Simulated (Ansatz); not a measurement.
This Ansatz (a first-principles code) input is the reference run, BiB in the zinc blende structure (space group F-43m, No. 216; a hypothetical phase, not in the database extracts checked), computed with PBEsol/PAW in Ansatz, scalar-relativistic without spin-orbit coupling:

Ansatz 0.2 input:
```yaml
crystal:
  lattice:
    - [0, 2.7278132357, 2.7278132357]
    - [2.7278132357, 0, 2.7278132357]
    - [2.7278132357, 2.7278132357, 0]
  atoms:
    - { symbol: Bi, position: [0.75, 0.75, 0.75] }
    - { symbol: B, position: [0, 0, 0] }
basis: { ecutwfc: 420, ecutrho_ratio: 4, xc_grid: 2, fft_grid_basis: typed }
kpoints: { mp_grid: { grid: [10, 10, 10] } }
hamiltonian:
  xc: pbesol
  dispersion: none
  pseudopotentials: { kind: paw }
scf: { occupations: { method: fermi_dirac, width: 0.05 }, convergence: { dr2_threshold: 0.0000000002 } }
output: { forces: true, stress: true }
```

Question: Write the input for this change: a free-standing slab of 4 layers (8 atoms, 2 a layer) is cut normal to [110], with 15 Å of vacuum and the in-plane cell held at bulk.

Answer: 
Ansatz 0.2 input:
```yaml
crystal:
  lattice:
    - [3.8577104735, 0, 0]
    - [0, 5.4556264714, 0]
    - [0, 0, 20.7865657103]
  atoms:
    - { symbol: Bi, position: [0.75, 0.5, 0.3608099628] }
    - { symbol: B, position: [0.25, 0.25, 0.3608099628] }
    - { symbol: Bi, position: [1.25, 1, 0.4536033209] }
    - { symbol: B, position: [0.75, 0.75, 0.4536033209] }
    - { symbol: Bi, position: [1.75, 1.5, 0.5463966791] }
    - { symbol: B, position: [1.25, 1.25, 0.5463966791] }
    - { symbol: Bi, position: [2.25, 2, 0.6391900372] }
    - { symbol: B, position: [1.75, 1.75, 0.6391900372] }
basis: { ecutwfc: 420, ecutrho_ratio: 4, xc_grid: 2, fft_grid_basis: typed }
kpoints: { mp_grid: { grid: [9, 6, 1] } }
hamiltonian:
  xc: pbesol
  dispersion: none
  pseudopotentials: { kind: paw }
scf: { occupations: { method: fermi_dirac, width: 0.05 }, convergence: { dr2_threshold: 0.0000000008 } }
relax: { f_tol: 0.01, max_steps: 50 }
output: { forces: true, stress: true }
checkpoint: { write: state.ck, write_every: 1000 }
```
This is the input that was run; other choices of cell and start would serve too.

No phonon test of stability was made. The final runs are not spin-polarised.
